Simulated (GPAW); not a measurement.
GPAW run on SrMg (Cm, 6 atoms in the cell): self-consistent single point.

Method: PBEsol, GPAW PAW datasets PBEsol (made by gpaw-setup) (plane waves; GPAW).

The change in words: lattice scaled by 0.97. Reference geometry:
```
CELL_PARAMETERS angstrom
      7.00977    -2.01530     0.00000
      7.00977     2.01530     0.00000
     -2.35699     0.00000     7.98336
ATOMIC_POSITIONS crystal
  Sr 0.38658 0.38658 0.23282
  Sr 0.67302 0.67302 0.33284
  Sr 0.04629 0.04629 0.63542
  Mg 0.99421 0.99421 0.00136
  Mg 0.33496 0.33496 0.70848
  Mg 0.73160 0.73160 0.92241
```

Reference input (self-consistent single point, DFT PBEsol, plane waves, GPAW PAW datasets PBEsol (made by gpaw-setup)): mode = pw; ecut = 850 eV; xc = PBEsol; kpts = 5 5 3; mesh shift (steps) = 0 0 0; occupations.name = methfessel-paxton; occupations.width = 0.136 eV; occupations.order = 1; nbands = -14; convergence.density = 1e-05 e/electron; symmetry.symmorphic = false; symmetry.tolerance = 0.0005. This run's input differs from it in these lines:

```diff
@@ -5,11 +5,11 @@
 atoms = Atoms(['Sr', 'Sr', 'Sr', 'Mg', 'Mg', 'Mg'],
-              cell=[[7.009770, -2.015300, 0.000000],
-                    [7.009770, 2.015300, 0.000000],
-                    [-2.356991, 0.000000, 7.983362]],
-              positions=[[4.870919, 0.000000, 1.858686],
-                         [8.650930, -0.000000, 2.657182],
-                         [-0.848715, -0.000000, 5.072788],
-                         [13.935161, 0.000000, 0.010857],
-                         [3.026104, -0.000000, 5.656052],
-                         [8.082583, -0.000000, 7.363933]],
+              cell=[[6.799477, -1.954841, 0.000000],
+                    [6.799477, 1.954841, 0.000000],
+                    [-2.286281, 0.000000, 7.743861]],
+              positions=[[4.724792, -0.000000, 1.802926],
+                         [8.391402, 0.000000, 2.577467],
+                         [-0.823253, -0.000000, 4.920604],
+                         [13.517107, 0.000000, 0.010532],
+                         [2.935321, -0.000000, 5.486371],
+                         [7.840106, -0.000000, 7.143015]],
               pbc=True)
```

Output (repeated stretches shortened):

```
     iter     time        total  log10-change:
                         energy   eigst   dens
iter:   1 --:--:--   -10.484732
iter:   2 --:--:--   -10.699375   -0.51  -1.54
iter:   3 --:--:--   -10.642160   -1.36  -1.59
iter:   4 --:--:--   -10.622084   -1.88  -1.70
iter:   5 --:--:--   -10.607554   -2.63  -1.96
iter:   6 --:--:--   -10.609202c  -3.43  -2.27
iter:   7 --:--:--   -10.602835c  -3.64  -2.35
iter:   8 --:--:--   -10.600952c  -4.33  -2.66
iter:   9 --:--:--   -10.600005c  -4.43  -2.86
iter:  10 --:--:--   -10.599985c  -5.45  -3.25
iter:  11 --:--:--   -10.599937c  -5.66  -3.29
iter:  12 --:--:--   -10.599925c  -6.22  -3.54
iter:  13 --:--:--   -10.599917c  -6.89  -3.62
iter:  14 --:--:--   -10.599911c  -6.73  -3.72
iter:  15 --:--:--   -10.599907c  -6.80  -3.89
iter:  16 --:--:--   -10.599906c  -7.77c -4.14
iter:  17 --:--:--   -10.599905c  -8.02c -4.22
iter:  18 --:--:--   -10.599906c  -7.90c -4.33
iter:  19 --:--:--   -10.599906c  -8.58c -4.55
iter:  20 --:--:--   -10.599906c  -8.37c -4.62
iter:  21 --:--:--   -10.599907c  -8.72c -4.75
iter:  22 --:--:--   -10.599907c  -9.17c -4.85
iter:  23 --:--:--   -10.599906c  -9.41c -4.89
iter:  24 --:--:--   -10.599906c  -9.17c -4.93
iter:  25 --:--:--   -10.599906c  -9.97c -5.10c
Converged after 25 iterations.

Dipole moment: (-10.171067, 0.000000, 3.469142) |e|*Ang

Energy contributions relative to reference atoms: (reference = -275646.812929)

Kinetic:         +1.159232
Potential:      +10.425843
External:        +0.000000
XC:             -21.411613
Entropy (-ST):   -0.000811
Local:           -0.772829
SIC:             +0.000000
--------------------------
Free energy:    -10.600177
Extrapolated:   -10.599906

Showing only first 2 kpts
 Kpt  Band  Eigenvalues  Occupancy
  0    28      2.64921    2.00000
  0    29      3.32179    2.00000
  0    30      4.17234    0.40924
  0    31      4.78035   -0.00000

  1    28      3.19569    2.00000
  1    29      3.75410    2.00091
  1    30      4.10475    1.20123
  1    31      4.47538   -0.00143

Fermi level: 4.12105

No gap
   [... lines left out ...]
  0 Sr   -0.08487    0.00000    0.13216
  1 Sr    0.04555    0.00000    0.07352
  2 Sr   -0.04336    0.00000   -0.08016
  3 Mg    0.22378    0.00000    0.04310
  4 Mg    0.02079    0.00000   -0.07581
  5 Mg   -0.16176    0.00000   -0.09291

Stress tensor:
    -0.009854     0.000000     0.003104
     0.000000    -0.007799    -0.000000
     0.003104    -0.000000    -0.009461
Stress (GPa, Voigt): [-1.5787 -1.2495 -1.5158 -0.      0.4974  0.    ]
```

The run converged in 25 iterations. GPAW prints stress with tension positive. Against the reference run the free energy goes up by 9.9 meV/atom, the pressure goes from -0.36 to 1.45 GPa and the largest force goes from 0.138 to 0.228 eV/Å.

The starting cell comes from a database of computed structures (which also holds hypothetical and non-ambient phases and stackings), without a prior relaxation at this level. For this run, on top of that: lattice scaled by 0.97.

Cost on one core of a shared machine: roughly 7 min.
